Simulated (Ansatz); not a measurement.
**A computed series for Si: response to strain**

Consider Si in the diamond structure (space group Fd-3m, No. 227; a = 5.444 Å). Axes: x, y, z lie along the cube axes.

Strains are applied to the cell and any free atomic positions relax; under biaxial strain the out-of-plane vector relaxes too.

Computed with Ansatz (a first-principles code), r2SCAN, PAW, cutoff 500 eV, no SOC.

Notes on the quantities. energy relative to the base: free energy F.

```json
[
 {"biaxial strain, plane normal [111], relaxed out of plane (%)": "-2.5", "energy relative to the base (meV/atom)": "18.9"},
 {"biaxial strain, plane normal [111], relaxed out of plane (%)": "-2.08", "energy relative to the base (meV/atom)": "13.0"},
 {"biaxial strain, plane normal [111], relaxed out of plane (%)": "-1.67", "energy relative to the base (meV/atom)": "8.3"},
 {"biaxial strain, plane normal [111], relaxed out of plane (%)": "-1.25", "energy relative to the base (meV/atom)": "?"},
 {"biaxial strain, plane normal [111], relaxed out of plane (%)": "-0.83", "energy relative to the base (meV/atom)": "2.0"},
 {"biaxial strain, plane normal [111], relaxed out of plane (%)": "-0.42", "energy relative to the base (meV/atom)": "0.5"},
 {"biaxial strain, plane normal [111], relaxed out of plane (%)": "0", "energy relative to the base (meV/atom)": "0.0"}
]
```

Question: Fit ΔE = Aε² + Bε³ (ε in %) to the rows shown and predict the withheld row.

Answer: Least squares on the printed values gives A = 2.88 and B = -0.058 meV/atom (largest residual 0.0 meV/atom); this predicts 4.6 meV/atom, and the run gives 4.6 meV/atom, in agreement.

No phonon test of stability was made.
